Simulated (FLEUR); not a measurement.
Worked example: self-consistent single point of HoSi₂Au₂ (I4/mmm, 5 atoms in the cell) in FLEUR.

Method of the run: FLEUR with LDA (Perdew-Zunger), all-electron FLAPW (FLEUR), scalar-relativistic valence.

```
Ho(SiAu)2
1.0
   -2.11707     2.11707     5.07183
    2.11707    -2.11707     5.07183
    2.11707     2.11707    -5.07183
Ho Si Au
1 2 2
Cartesian
  0.00000   0.00000   0.00000
  0.00000   0.00000   3.93716
  0.00000   0.00000   6.20650
  2.11707   0.00000   2.53592
  0.00000   2.11707   2.53592
```
Moments meant for the start (each program seeds them in its own way; μB, in the order of the atoms Ho Si Si Au Au): 4.0 0.0 0.0 0.0 0.0.

Reference input (self-consistent single point, DFT, PBEsol, all-electron FLAPW (FLEUR), scalar-relativistic valence): Kmax = 4.1 1/bohr; GmaxXC = 16.4 1/bohr; xcFunctional = PBEs; jspins = 2; l_soc = F; mode = hist; fermiSmearingEnergy = 0.00367493 Htr; mesh (inpgen div1-3) = 5 5 5; inpgen gamma flag = false; Gmax = 16.4 1/bohr; numbands = 0; maxIterBroyd = 99. This run's input differs from it in these lines:

```diff
@@ -17,3 +17,3 @@
 &comp jspins=2 /
-&exco xctyp='PBEs' /
+&exco xctyp='pz' /
 &kpt div1=5 div2=5 div3=5 /
@@ -30,3 +30,3 @@
       <coreElectrons ctail="T" frcor="F" kcrel="0" coretail_lmax="0"/>
-      <xcFunctional name="PBEs" relativisticCorrections="F"/>
+      <xcFunctional name="pz" relativisticCorrections="F"/>
       <magnetism jspins="2"/>
```

Log, with long lists cut:

```
 Iteration:     1   Distance:      76.03853961 me/bohr^3
 Iteration:     2   Distance:      48.02112211 me/bohr^3
 Iteration:     3   Distance:      21.91158829 me/bohr^3
 Iteration:     4   Distance:       9.81299884 me/bohr^3
 Iteration:     5   Distance:       7.14505986 me/bohr^3
   [... 51 lines left out ...]
 Iteration:    57   Distance:       0.10401436 me/bohr^3
 Iteration:    58   Distance:       0.05148028 me/bohr^3
 Iteration:    59   Distance:       0.03187303 me/bohr^3
 Iteration:    60   Distance:       0.00924889 me/bohr^3
 Run finished successfully
 Stop message:
   all done

[file out, last iteration]
             iter=     60
[...]
          total density-effective poten   -8.9660913682E+04
          total charge density-energy d   -1.0133780723E+03
 Updated energy parameters for spin:           1
 Updated energy parameters for spin:           2
[...]
 fermi energy and band-weighting factors:

[...]
   [... lines left out ...]
          first approx. to ef    (T=0)  :   0.398227 htr   (energy of the highest occ. eigenvalue)
FERHIS:  Fermi-Energy by histogram:
          bandgap                     :   0.000092 htr
          charge neutrality (T=0)     :   0.096000    (zero if the highest occ. eigenvalue is "entirely" occupied)
     EF_NEWTON:  Adjust Fermi-Energy by Newton-Method.
 Direct bandgap for spin            1 :    2.0174957716017183E-002  Htr
 Direct bandgap for spin            2 :    9.7695645339784809E-004  Htr
 ---->    free energy=                    -51273.5060829522 htr
   [... lines left out ...]
                       FX_TOT= 0.000000 FY_TOT= 0.000000 FZ_TOT= 0.000000
 TOTAL FORCE FOR ATOM TYPE=  2  X=  0.000   Y=  0.000   Z=  7.440
                       FX_TOT= 0.000000 FY_TOT= 0.000000 FZ_TOT=-0.006991
 TOTAL FORCE FOR ATOM TYPE=  3  X=  0.000   Y=  4.001   Z= -4.792
                       FX_TOT= 0.000000 FY_TOT= 0.000000 FZ_TOT= 0.000000
No new postions, force convergence required= 0.00001; max force distance= 0.00000
---->    distance of charge densities for spin  1                 it=   60:     0.000009 me/bohr**3
---->    distance of charge densities for spin  2                 it=   60:     0.009247 me/bohr**3
---->    distance of charge densities for it=   60:     0.009249 me/bohr**3
---->    distance of spin densities for it=   60:     0.009245 me/bohr**3
GENERALIZED ANDERSON MIXING: alpha=   0.05000 History-length=59
     ******* it= 60  is completed********
```

The run ended unconverged after 60 iterations. 

The starting cell comes from a database of computed structures (which also holds hypothetical and non-ambient phases and stackings), without a prior relaxation at this level. Spin-orbit coupling is off. Values depend on the basis (sphere radii, cutoffs, local orbitals), which need not be converged.

Cost on one core of a shared machine: roughly 10 min.
